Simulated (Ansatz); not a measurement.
A self-consistent single point of a (001) slab of RbMg6Zn (cut from a parent of space group no. 38; 16 atoms in the cell) with Ansatz (a program for electronic structure).

Method of the run: PBE (plane waves, PAW; Ansatz).

```
CELL_PARAMETERS angstrom
      5.21754     0.00000     0.00000
      0.00000     7.04106     0.00000
      0.00000     0.00000    27.05440
ATOMIC_POSITIONS crystal
  Rb 0.50000 0.50000 0.62211
  Rb 0.50000 0.00000 0.40521
  Mg 0.00000 0.21869 0.57844
  Mg 0.00000 0.78131 0.57844
  Mg 0.00000 0.50000 0.47656
  Mg 0.50000 0.24101 0.51261
  Mg 0.50000 0.75899 0.51261
  Mg 0.50000 0.50000 0.40219
  Mg 0.00000 0.71869 0.36153
  Mg 0.00000 0.28131 0.36153
  Mg 0.00000 0.00000 0.69347
  Mg 0.50000 0.74101 0.29570
  Mg 0.50000 0.25899 0.29570
  Mg 0.50000 0.00000 0.61910
  Zn 0.00000 0.50000 0.70430
  Zn 0.00000 0.00000 0.48739
```

Reference input (self-consistent single point, DFT, PBE, plane waves, default PAW files): kpoints.mp_grid.grid = 7 5 1; hamiltonian.xc = pbe; hamiltonian.pseudopotentials = {kind: paw} (the program's default PAW files); scf.occupations.method = methfessel_paxton; scf.occupations.width = 0.1 eV; efield.axis = 3; efield.dipole_correction = true. This run's input differs from it in these lines:

Ansatz 0.2 input:
```diff
@@ -31,3 +31,3 @@
 scf:
-  occupations: { method: methfessel_paxton, width: 0.1 }
+  occupations: { method: gaussian, width: 0.2 }
 output:
```

Output, abridged:

```
SCF iter   1: F=—  HF=-36251.881209 eV  |F-HF|=—  |Δ(HF+E_count)|=         —  Δρ=1.38e-3  dr2=5.21e-1  ethr=1.77e-3  p=-0.011 e·Å  D=-2.02e-3 V/Å  ΔV_dip=0.05 eV  dr2_dipole=1.38e-1  V_vac-E_F(+/−)=3.28/3.22 eV  ⟨swp⟩=13.6  Hψ=6180  notcnv=0
all-band conjugate gradients solve this SCF's bands
efield: sawtooth ramp at fractional position 0.9500 (placed from the atoms, in the widest stretch of the axis that holds none …
   [... lines left out ...]
SCF iter   8: F=—  HF=-36251.849656 eV  |F-HF|=—  |Δ(HF+E_count)|=   3.96e-8  Δρ=5.03e-6  dr2=2.08e-7  ethr=3.94e-10  p=0.006 e·Å  D=1.09e-3 V/Å  ΔV_dip=-0.03 eV  dr2_dipole=3.01e-11  V_vac-E_F(+/−)=3.38/3.41 eV  ⟨swp⟩=2.0  Hψ=1512  notcnv=0
SCF iter   9: F=-36251.849656 eV  HF=-36251.849656 eV  |F-HF|=8.09e-9  |Δ(HF+E_count)|=   9.37e-9  Δρ=1.17e-6  dr2=2.41e-8  ethr=6.17e-11  p=0.006 e·Å  D=1.10e-3 V/Å  ΔV_dip=-0.03 eV  dr2_dipole=2.00e-11  V_vac-E_F(+/−)=3.38/3.41 eV  ⟨swp⟩=14.6  [...]
SCF 1 converged in 9 iterations: F = -36251.849656 eV  dr2 = 2.41e-8
Free energy (F): -36251.849656 eV
Internal energy: -36251.652817 eV  (E = F + TS)
E sigma→0 (E₀):  -36251.751236 eV
Entropy (-TS):   -0.196840 eV (-12.302 meV/atom)
Fermi energy:    0.427190 eV
Dipole field:    D = 0.001103 V/Å  (p = 0.006057 e·Å, saw-weighted, corrected)
Work function:   Φ+ = 3.3804 eV   Φ− = 3.4102 eV
Levels:          The Fermi level and band energies are counted from a zero that moves with the ramp; work functions are not
--- Forces (eV/Å), atoms counted from 1 ---
  atom   1  Rb     0.00000000     0.00000000     0.92202671
  atom   2  Rb     0.00000000     0.00000000    -0.01639383
  atom   3  Mg     0.00000000    -0.07696415    -0.10933918
  atom   4  Mg     0.00000000     0.07696415    -0.10933918
   [... lines left out ...]
  atom  10  Mg     0.00000000     0.08271542    -0.04851014
  atom  11  Mg     0.00000000     0.00000000    -0.52441160
  atom  12  Mg     0.00000000    -0.04496246     0.02031309
  atom  13  Mg     0.00000000     0.04496246     0.02031309
  atom  14  Mg     0.00000000     0.00000000    -0.14301855
  atom  15  Zn     0.00000000     0.00000000     0.01195818
  atom  16  Zn     0.00000000     0.00000000     0.08154855
```

The run converged in 9 iterations. Against the reference run the free energy drops by 6.1 meV/atom and the largest force goes from 0.937 to 0.922 eV/Å.

The starting cell comes from a database of computed structures (which also holds hypothetical and non-ambient phases and stackings), without a prior relaxation at this level. The slab is cut from that crystal, and its faces are unrelaxed.

Cost on one core of a shared machine: roughly 2 min.
